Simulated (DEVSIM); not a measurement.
Device: TaN/Al2O3/SiO2/p-Si capacitor, at 300 K.

Layer 1 from the left is Al2O3, thickness (nm) 26.0. Layer 2 from the left is SiO2, thickness (nm) 0.580. Layer 3 from the left is Si, thickness (nm) 800, Na (cm⁻³) 5.2e17.

Metal gate on the left, work function 4.4 eV. Fixed charge at the semiconductor interface 0 cm⁻² (in units of +e); interface traps 3e11 cm⁻² eV⁻¹, uniform in energy, neutral level at 0.5 of the gap above the valence band.

Constants are typed, rounded textbook-type inputs, not results; the design itself was drawn at random and stands for no fabricated device. Values at 300 K.

Al2O3: gap (eV) 6.8, affinity (eV) 1.35, permittivity 9. SiO2: gap (eV) 9, affinity (eV) 0.9, permittivity 3.9. Si: gap (eV) 1.124, affinity (eV) 4.05, permittivity 11.7, Nc (cm⁻³) 2.86e19, Nv (cm⁻³) 3.1e19.

Model (solved in DEVSIM): 1D Poisson equation in equilibrium, Boltzmann statistics, complete ionisation; no quantum confinement or tunnelling. Metal contacts follow the ideal Schottky-Mott rule: no Fermi-level pinning, no interface dipoles.

### Question
What does the simulation give for the flat-band voltage, the minimum of the low-frequency capacitance?

### Answer
flat-band voltage -0.74 V; minimum of the low-frequency capacitance 0.145 μF/cm².
